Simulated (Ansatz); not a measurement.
Consider FeI3 in the ReO3 type structure (space group Pm-3m, No. 221; a = 5.5676 Å; ferromagnetic; a hypothetical phase, not in the database extracts checked).

Calculations: r2SCAN in Ansatz (plane waves to 500 eV, PAW, scalar-relativistic without spin-orbit coupling).

For the base:

The shortest interatomic distance comes out as 2.784 Å and the largest site moment is 3.70 μB.

The change: Br takes the place of I on all its sites, then cell and atoms are relaxed.

Tabulated Pauling electronegativity and covalent radius: I 2.66, 1.39 Å; Br 2.96, 1.20 Å.

Task: Estimate the effect on the shortest interatomic distance and largest site moment.

Result: The shortest interatomic distance falls by 0.2364 Å to 2.547 Å; the largest site moment grows by 0.22 μB, from 3.70 μB to 3.92 μB.

Whether these cells are dynamically stable was not tested. As relaxed here, FeBr3 is a hypothetical phase, not in the database extracts checked. No Hubbard U is applied and the magnetic state is the run's own (FeBr3 ferromagnetic); small cells can't hold the antiferromagnetic order that many such compounds have, so gaps and moments can be off.

Ansatz is a program for electronic structure.
